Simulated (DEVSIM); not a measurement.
Structure: isotype n-n heterojunction Al0.1Ga0.9As/GaAs, at 300 K.

| layer (left to right) | material | thickness (μm) | Nd (cm⁻³) | τn (s) | τp (s) |
|---|---|---|---|---|---|
| 1 | Al0.1Ga0.9As | 0.650 | 1.2e16 | 3.5e-8 | 3.5e-8 |
| 2 | GaAs | 0.700 | 2.3e15 | 3.5e-8 | 3.5e-8 |

Left contact: ohmic. Right contact: ohmic. Voltage is applied to the left contact. Recombination: SRH at mid-gap, Auger. Mobility is μmin + (μ − μmin)/(1 + (N/Nref)^α).

Constants are typed, rounded textbook-type inputs, not results; the design itself was drawn at random and stands for no fabricated device. Values at 300 K.

```
parameter      Al0.1Ga0.9As    GaAs
-------------  ------------  ------
gap (eV)             1.5487   1.424
affinity (eV)         3.991    4.07
permittivity          12.62    12.9
Nc (cm⁻³)           5.17e17  4.7e17
Nv (cm⁻³)              9e18    9e18
μn (cm²/Vs)            6520    8500
μp (cm²/Vs)             317     400
μn,min                  500     500
μp,min                   20      20
Nref,n                 6e16    6e16
Nref,p               1.5e17  1.5e17
αn                     0.39    0.39
αp                     0.38    0.38
Cn (cm⁶/s)            1e-30   1e-30
Cp (cm⁶/s)            1e-30   1e-30
```

Model (solved in DEVSIM): 1D drift-diffusion, Boltzmann statistics, complete ionisation; no tunnelling, impact ionisation, image-force lowering or self-heating. Band offsets follow the typed affinities; no thermionic-emission limit at abrupt steps, no polarisation charge.

Q: Tabulate band edges, carrier densities and field at zero bias.

A: Energies count from the Fermi level of the right contact; mesh points crowd at the junctions.

| x (μm) | Ec (eV) | Ev (eV) | n (cm⁻³) | p (cm⁻³) | field (V/cm) |
|---|---|---|---|---|---|
| 0.000 | 0.097 | -1.451 | 1.2e16 | < 1e2 | ≈ 0 |
| 0.005178 | 0.097 | -1.451 | 1.2e16 | < 1e2 | ≈ 0 |
| 0.01671 | 0.097 | -1.451 | 1.2e16 | < 1e2 | ≈ 0 |
| 0.03962 | 0.097 | -1.451 | 1.2e16 | < 1e2 | ≈ 0 |
| 0.1167 | 0.097 | -1.451 | 1.2e16 | < 1e2 | ≈ 0 |
| 0.2459 | 0.097 | -1.451 | 1.2e16 | < 1e2 | ≈ 0 |
| 0.4513 | 0.098 | -1.451 | 1.2e16 | < 1e2 | 130 |
| 0.5773 | 0.109 | -1.439 | 7.5e15 | < 1e2 | 2900 |
| 0.6187 | 0.129 | -1.420 | 3.6e15 | < 1e2 | 6700 |
| 0.6373 | 0.143 | -1.405 | 2.0e15 | < 1e2 | 9200 |
| 0.6467 | 0.153 | -1.396 | 1.4e15 | < 1e2 | 11000 |
| 0.6527 | 0.080 | -1.344 | 2.1e16 | < 1e2 | 10000 |
| 0.6614 | 0.088 | -1.336 | 1.6e16 | < 1e2 | 8100 |
| 0.6787 | 0.099 | -1.325 | 1.0e16 | < 1e2 | 5600 |
| 0.7371 | 0.120 | -1.304 | 4.5e15 | < 1e2 | 2200 |
| 0.8349 | 0.132 | -1.292 | 2.8e15 | < 1e2 | 620 |
| 1.040 | 0.137 | -1.287 | 2.3e15 | < 1e2 | 59 |
| 1.202 | 0.137 | -1.287 | 2.3e15 | < 1e2 | ≈ 0 |
| 1.299 | 0.138 | -1.286 | 2.3e15 | < 1e2 | ≈ 0 |
| 1.328 | 0.138 | -1.286 | 2.3e15 | < 1e2 | ≈ 0 |
| 1.342 | 0.138 | -1.286 | 2.3e15 | < 1e2 | ≈ 0 |
| 1.350 | 0.138 | -1.286 | 2.3e15 | < 1e2 | ≈ 0 |
